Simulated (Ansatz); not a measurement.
Quick settings and what they miss: the (001) slab of Sr2Ir (cut from a parent of space group no. 225; 6 atoms in the cell)

Self-consistent single point.

```yaml
crystal:
  lattice:
    - [5.02571, 0.00000, 0.00000]
    - [-5.02571, 5.02571, 0.00000]
    - [0.00000, 0.00000, 15.41840]
  atoms:
    - { symbol: Ir, position: [0.00000, 0.00000, 0.67571] }
    - { symbol: Ir, position: [0.00000, 0.50000, 0.44143] }
    - { symbol: Sr, position: [0.50000, 0.50000, 0.55857] }
    - { symbol: Sr, position: [0.50000, 0.00000, 0.55857] }
    - { symbol: Sr, position: [0.50000, 0.00000, 0.32429] }
    - { symbol: Sr, position: [0.50000, 0.50000, 0.32429] }
```

Method of the run: PBEsol, PAW files made with PBE (plane waves; Ansatz, a program for electronic structure).

Base settings: basis.ecutwfc = 420 eV; kpoints.mp_grid.grid = 9 9 1; hamiltonian.xc = pbesol; hamiltonian.pseudopotentials = {kind: paw} (the program's default PAW files); scf.occupations.method = fermi_dirac; scf.occupations.width = 0.1 eV; efield.axis = 3; efield.dipole_correction = true.

Tight run (finer mesh or higher cutoff; not a proven limit): basis.ecutwfc: 420 eV → 590 eV; kpoints.mp_grid.grid: 9 9 1 → 13 13 1; scf.convergence.dr2_threshold: default (1e-07 eV) → 1e-09 eV. It gave Fermi level (on the code's own zero) 2.47 eV; largest force (vector length) 1.477 eV/Å.

Quick runs, as changes from the base:
- A: the base itself
- B: basis.ecutwfc: 420 eV → 295 eV; kpoints.mp_grid.grid: 9 9 1 → 4 4 1; scf.occupations.method: fermi_dirac → cold; scf.occupations.width: 0.1 eV → 0.2 eV
- C: basis.ecutwfc: 420 eV → 250 eV; kpoints.mp_grid.grid: 9 9 1 → 3 3 1; scf.occupations.method: fermi_dirac → gaussian; scf.occupations.width: 0.1 eV → 0.136 eV
- D: basis.ecutwfc: 420 eV → 210 eV; kpoints.mp_grid.grid: 9 9 1 → 2 2 1
- E: basis.ecutwfc: 420 eV → 210 eV; kpoints.mp_grid.grid: 9 9 1 → 4 4 1; scf.convergence.dr2_threshold: default (1e-07 eV) → 0.001 eV
- F: kpoints.mp_grid.grid: 9 9 1 → 4 4 1; scf.occupations.method: fermi_dirac → gaussian; scf.occupations.width: 0.1 eV → 0.272 eV

Energies are extrapolated to zero smearing width, which holds to low order in the width alone.

The count of work is k-points × plane waves × bands × iterations; it is no time. 

The starting cell comes from a database of computed structures (which also holds hypothetical and non-ambient phases and stackings), without a prior relaxation at this level. The slab is cut from that crystal, and its faces are unrelaxed. Its lattice was rescaled in the plane by a random factor within 2.5 % of one. Spin polarisation is off. In the base run, forces exceed 1 eV/Å.

| run | energy less tight (meV/atom) | largest miss in a force vector (eV/Å) | count of work / tight |
|---|---|---|---|
| A | 0.4 | 0.000 | 0.26 |
| B | 47.8 | 0.059 | 0.071 |
| C | 321.8 | 0.108 | 0.024 |
| D | 1681.4 | 0.049 | 0.020 |
| E | 1680.0 | 0.205 | 0.026 |
| F | -0.7 | 0.019 | 0.11 |

Among the runs at the tight run's level, the energy misses run from 0.4 to 1681.4 meV/atom.

Keys are those of Ansatz 0.2.
